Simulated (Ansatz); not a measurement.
Consider BeS in the zinc blende structure (space group F-43m, No. 216; a = 4.838 Å). Axes: x, y, z lie along the cube axes.

All numbers come from Ansatz (an electronic-structure program), PBEsol, PAW, cutoff 420 eV, scalar-relativistic without spin-orbit coupling.

Before the change:

The smallest direct gap comes out as 5.54 eV.

Perturbation: the cell is stretched by 2.50 % along z with no lateral relaxation; the atoms relax in the strained cell.

Task: What happens to the smallest direct gap?

Result: The smallest direct gap drops by 0.127 eV (5.54 eV → 5.42 eV).

Task: What does the calculation give for the energy relative to the base after the change?

Result: The energy increases by 4.4 meV/atom.

Stability against distortions was not tested.
